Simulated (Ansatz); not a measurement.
Partial pair distribution functions of a relaxed model of amorphous Ti40O78, broadened by 0.06 Å; density 3.61 g/cm³. All values below come from PBE, scalar-relativistic without spin-orbit coupling (plane waves to 420 eV, PAW; Ansatz, a quantum-chemistry and plane-wave program). The usual formal charges leave 4 electrons over, so the level spacing at the Fermi energy parts defect or band states and needn't be the band gap. In the spin-polarised cell the level spacing at the Fermi energy can part levels of unlike spin.

Preparation: random packing, a CHGNet melt and quench, and a DFT relaxation. O atoms were pushed apart under 1.9 Å during the dynamics, to hinder bonds among them. The hot cell started wider than the set density and was brought back towards it in steps. It is the lowest in DFT energy of 4 quenches. It is a model cell: composition and starting density were chosen by hand, and all elements were melted together. No dispersion term was used. Its density started from a set value of 3.75 and ended at 3.61 g/cm³. The simulated quench (nominally 240 K/ps over its main leg) is rapid and tends to freeze in more defects than a deposited or slowly cooled glass has. One small periodic cell is one sample of the glass; other quenches scatter about these values. Volume and shape were free in the relaxation.

```csv
r (Å),g Ti-O,g Ti-Ti,g O-O
1.55,0.00,0.00,0.00
1.65,0.18,0.00,0.00
1.75,2.56,0.00,0.00
1.85,5.95,0.00,0.00
1.95,5.82,0.00,0.00
2.05,3.43,0.00,0.00
2.15,1.76,0.00,0.00
2.25,0.83,0.00,0.04
2.35,0.34,0.00,0.24
2.45,0.14,0.00,1.06
2.55,0.09,0.00,1.51
2.65,0.02,0.00,2.03
2.75,0.07,0.03,2.94
2.85,0.18,0.34,2.82
2.95,0.25,1.30,2.50
3.05,0.19,2.21,1.70
3.15,0.30,2.83,1.36
3.25,0.50,2.52,0.94
3.35,0.44,1.90,0.72
3.45,0.62,1.89,0.64
3.55,0.91,1.78,0.59
3.65,1.20,1.35,0.59
3.75,1.30,1.47,0.69
3.85,1.27,1.14,0.94
3.95,1.29,0.91,0.83
4.05,1.35,0.46,0.58
4.15,1.40,0.40,0.61
4.25,1.49,0.48,0.69
4.35,1.67,0.57,0.65
4.45,1.60,0.75,0.54
4.55,1.45,0.46,0.67
4.65,1.35,0.58,0.87
4.75,1.04,0.82,1.06
4.85,0.84,1.02,1.15
4.95,0.86,0.80,1.22
5.05,0.89,0.95,1.31
5.15,0.79,1.34,1.50
5.25,0.72,1.35,1.46
5.35,0.68,1.38,1.44
5.45,0.63,1.04,1.23
5.55,0.73,0.93,1.11
```

Within 2.60 Å each Ti has 5.45 O neighbours on average.
